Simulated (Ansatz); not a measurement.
## Short convergence ladders for a (001) slab of Al (cut from a parent of space group no. 225; 4 atoms in the cell)

```
CELL_PARAMETERS angstrom
      2.87237     0.00000     0.00000
     -2.87237     2.87237     0.00000
      0.00000     0.00000    20.09331
ATOMIC_POSITIONS crystal
  Al 0.00000 0.00000 0.44946
  Al 0.00000 0.50000 0.34837
  Al 0.00000 0.00000 0.65163
  Al 0.00000 0.50000 0.55054
```

Base method: PBEsol, default PAW files made with PBE (plane waves; Ansatz, a program for electronic structure).

Base settings: basis.ecutwfc = 30.9 Ry; kpoints.mp_grid.grid = 15 15 1; hamiltonian.xc = pbesol; hamiltonian.pseudopotentials = {kind: paw} (the program's default PAW files); scf.occupations.method = gaussian; scf.occupations.width = 0.0073 Ry.

The count of work is k-points × plane waves × bands × iterations; it is no time. 

**The vacuum**

The mesh stays at the base's, so the ladder's end is converged at best in this setting alone.

Only quantities that move along the ladder and can be compared are tabulated.

```tsv
vacuum between outermost atoms (Å)	free energy less the last step's (meV/atom)	largest difference of a force vector from the last step's (eV/Å)	count of work / last
3.0	-112.97	0.451	0.29
4.0	-54.62	0.254	0.33
5.0	-22.73	0.129	0.36
6.0	-8.56	0.058	0.34
7.0	-3.13	0.020	0.36
8.0	-1.10	0.006	0.39
10.0	-0.11	0.000	0.44
12.0	-0.01	0.000	0.50
14.0	0.00	0.000	0.56
17.0	0.00	0.000	0.65
20.0	0.00	0.000	0.72
25.0	0.00	0.000	0.86
30.0	0.00	0.000	1.0
```

Smallest vacuum between outermost atoms (Å) that holds the free energy within 0.5 meV/atom of the last step, with all finer ones: 10.0, at 0.44 of the last step's count of work; the step before is off by 1.1 meV/atom.

Smallest vacuum between outermost atoms (Å) that holds the forces within 0.01 eV/Å of the last step, with all finer ones: 8.0, at 0.39 of the last step's count of work; the step before is off by 0.020 eV/Å.

**The depth of the slab**

On the (001) slab of Al (cut from a parent of space group no. 225; 2 atoms in the cell), and deeper slabs.

Surface energy = (E_slab − N e_bulk)/2A, with e_bulk from the bulk crystal on its finest mesh (560 k-points); errors per atom of slab and bulk, whose meshes differ, grow with N.

The mesh stays at the base's, so the ladder's end is converged at best in this setting alone.

Only quantities that move along the ladder and can be compared are tabulated.

```tsv
atoms	unrelaxed surface energy (J/m²)	count of work / last
2	1.176	0.068
4	1.096	0.12
6	1.078	0.22
8	1.099	0.40
10	1.094	0.57
12	1.095	0.66
14	1.089	1.0
```

Smallest size that holds the unrelaxed surface energy within 0.02 J/m² of the last step, with all finer ones: 4, at 0.12 of the last step's count of work; the step before is off by 0.086 J/m².

On the base run: the starting cell has typed, rounded lattice constants, without a prior relaxation at this level. The slab is cut from that crystal, and its faces are unrelaxed. Its lattice was rescaled by up to half a per cent.

Left out of this page: 1 run of the series outside the window shown, repeating another row's setting, or not comparable.

Keys are those of Ansatz 0.2.
